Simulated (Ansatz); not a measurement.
**Ca3SbN (Pm-3m): band-edge transport data**

```xyz
5
Lattice="4.8031 0.0000 0.0000 0.0000 4.8031 0.0000 0.0000 0.0000 4.8031" Properties=species:S:1:pos:R:3 pbc="T T T"
Ca     0.0000     2.4015     2.4015
Ca     2.4015     0.0000     2.4015
Ca     2.4015     2.4015     0.0000
Sb     0.0000     0.0000     0.0000
N      2.4015     2.4015     2.4015
```

Computed with PBEsol with spin-orbit coupling, rigid bands (plane waves, PAW; Ansatz, a first-principles code). Condition of this run: spin-orbit coupling switched on. Geometry: cell and atoms relaxed with PBEsol.

- band gap = 0.22 eV
- electron conductivity mass (300 K, dilute) = 0.23 mₑ
- effective density of states N_c (300 K) = 7.4e18 cm⁻³
- density-of-states mass, electrons = 0.44 mₑ
- Seebeck coefficient, n-type 1e19 cm⁻³, 300 K = -196 μV/K
- best n-type power factor at 300 K for τ = 10 fs (best axis; densities from 1e16 to 1e21 cm⁻³ tried, whether or not they can be reached) = 4.8 μW/(cm·K²) at 3e19 cm⁻³

Rigid bands; masses and Seebeck coefficients take one relaxation time τ for all states and one kind of carrier; polarons and phonon drag are left out.

Computed structure with no diffraction record at hand here (it may be known, metastable or hypothetical): Ca3SbN (Pm-3m).
